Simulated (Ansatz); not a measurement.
Consider the following.

```
GaP
1.0
    3.85488     0.00000     0.00000
    0.00000     3.85488     0.00000
    1.92744     1.92744     2.72581
Ga P
1 1
Direct
  0.00000   0.00000   0.00000
  0.75000   0.25000   0.50000
```

Space group of this cell: F-43m, zinc blende. The cell is taken as given.

The current runs along the normal of the first two printed vectors, the (001) plane. All runs by Ansatz (a quantum-chemistry and plane-wave program), plane waves and PAW, without spin-orbit coupling; the base is r2SCAN.

| run | mean pressure (GPa) | gap (eV) | mid-gap κ (1/Å) |
|---|---|---|---|
| base | 0.0 | 1.85 | 0.136 |
| all lengths scaled by 0.98 | 6.1 | 1.74 | 0.152 |
| all lengths scaled by 1.02 | -4.6 | ___ | ___ |
| lengths across the current scaled by 0.98, ions clamped | 3.9 | 1.67 | 0.151 |
| lengths across the current scaled by 1.02, ions clamped | -3.2 | ___ | ___ |
| lengths along the current scaled by 0.97, ions clamped | 2.8 | 1.49 | 0.137 |
| lengths along the current scaled by 1.03, ions clamped | -2.5 | ___ | ___ |

Some entries are withheld; supply them.


- all lengths scaled by 1.02, gap (eV): 1.84
- all lengths scaled by 1.02, mid-gap κ (1/Å): 0.112
- lengths across the current scaled by 1.02, ions clamped, gap (eV): 1.71
- lengths across the current scaled by 1.02, ions clamped, mid-gap κ (1/Å): 0.118
- lengths along the current scaled by 1.03, ions clamped, gap (eV): 1.75
- lengths along the current scaled by 1.03, ions clamped, mid-gap κ (1/Å): 0.129
